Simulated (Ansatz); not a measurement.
Results of PBEsol (PAW; Ansatz, a quantum-chemistry and plane-wave program) for BGeCN (model structure, started from the AlSiCN type, R3m, No. 160, 4 atoms in the cell).

Excerpt of the program's output:

```
Relaxation: its limit of steps is 80 (relax.max_steps)
Crystal: 4 atoms, lattice volume = 34.598 Å³
Basis set: ecut = 520 eV, 923 PW (Γ), FFT grids on a1−a3, a2−a3, a3, exchange–correlation on 48×48×80 points (8 copies of the dense FFT grid, shifted against one another)
Bands: 17, of which v1, the nominal top of the filled ones, is band 13 counted from 1 (12 counted from 0)
Symmetry: 6 space group operations
Space group: R3m (ITA 160), of the structure as read, at distance tolerance 3.3e-5 Å
k-points: 781 of 8000 (time reversal used)
Functional: x = pbesol(κ = 0.804, μ = 0.12345679012345678), c = pbesol(β = 0.046)
SCF iter   1: F=—  HF=-5031.195965 eV  |F-HF|=—  |Δ(HF+E_count)|=         —  Δρ=1.04e-2  dr2=3.03e-2
SCF iter   2: F=—  HF=-5031.187530 eV  |F-HF|=—  |Δ(HF+E_count)|=   8.43e-3  Δρ=3.43e-3  dr2=2.53e-3
  ...
SCF 1 converged in 6 iterations: F = -5031.187244 eV  dr2 = 6.56e-8
Crystal: 4 atoms, lattice volume = 34.598 Å³
Initial density: handed on by an earlier stage of this run
SCF 2 converged in 6 iterations: F = -5031.187357 eV  dr2 = 1.41e-11
Crystal: 4 atoms, lattice volume = 34.598 Å³
SCF 3 converged in 6 iterations: F = -5031.187372 eV  dr2 = 4.43e-12
Crystal: 4 atoms, lattice volume = 34.598 Å³
SCF 4 converged in 6 iterations: F = -5031.187375 eV  dr2 = 5.89e-13
Crystal: 4 atoms, lattice volume = 34.598 Å³
SCF iter   7: F=-5031.187375 eV  HF=-5031.187375 eV  |F-HF|=9.09e-13  |Δ(HF+E_count)|=    0.00e0  Δρ=2.98e-9  dr2=1.81e-15
SCF iter   8: F=-5031.187375 eV  HF=-5031.187375 eV  |F-HF|=9.09e-13  |Δ(HF+E_count)|=  9.09e-13  Δρ=1.52e-9  dr2=5.91e-16
SCF 5 converged in 8 iterations: F = -5031.187375 eV  dr2 = 5.91e-16
SCF converged after 8 iterations
Free energy (F): -5031.187375 eV
Internal energy: -5031.187339 eV  (E = F + TS)
E sigma→0 (E₀):  -5031.187357 eV
Fermi energy:    12.911979 eV
--- Forces (eV/Å), atoms counted from 1 ---
  atom   1  B     -0.00000000     0.00000000    -0.00084169
  atom   2  N     -0.00000000     0.00000000    -0.00008966
  atom   3  Ge     0.00000000    -0.00000000     0.00368933
  atom   4  C      0.00000000     0.00000000    -0.00275794
--- Stress (GPa, compression-positive) ---
        5.143112       0.000000       0.000000
        0.000000       5.143112      -0.000000
        0.000000      -0.000000       5.145467
  P = ⅓ Tr σ = 5.1439 GPa (51.439 kbar)
```

Write an input file that could have produced this run (the log leaves some choices open).

Several could match; the one computed here: 
Ansatz 0.2 input:
```yaml
crystal:
  lattice:
    - [1.4501036515, 0.8372175776, 4.7496552482]
    - [-1.4501036515, 0.8372175776, 4.7496552482]
    - [0.0, -1.674435623, 4.7496551657]
  atoms:
    - { symbol: B, position: [0.0025219368, 0.0025219368, 0.0025219368] }
    - { symbol: N, position: [0.8882915168, 0.8882915168, 0.8882915168] }
    - { symbol: Ge, position: [0.4954747712, 0.4954747712, 0.4954747712] }
    - { symbol: C, position: [0.3636787752, 0.3636787752, 0.3636787752] }
basis:
  ecutwfc: 520
  ecutrho_ratio: 4
  xc_grid: 2
kpoints:
  mp_grid: { grid: [20, 20, 20] }
hamiltonian:
  xc: pbesol
  dispersion: none
  pseudopotentials: { kind: paw }
scf:
  occupations: { method: fermi_dirac, width: 0.05 }
output:
  forces: true
  stress: true
  eigenvalues: true
relax:
  f_tol: 0.004
  escape_saddle: false
  max_steps: 80
  cell: { stress_tol: 0.02, fix: [volume] }
```

The cell is one volume of an energy–volume scan, off the minimum.

The PAW data were made under PBE.

Note: the relaxation could raise the start's symmetry but not lower it, so the cell can be a saddle point.

A model structure was made by putting elements into a prototype or built by hand; it is no filed structure, need not be a known phase, and can be a saddle point held by its symmetry.
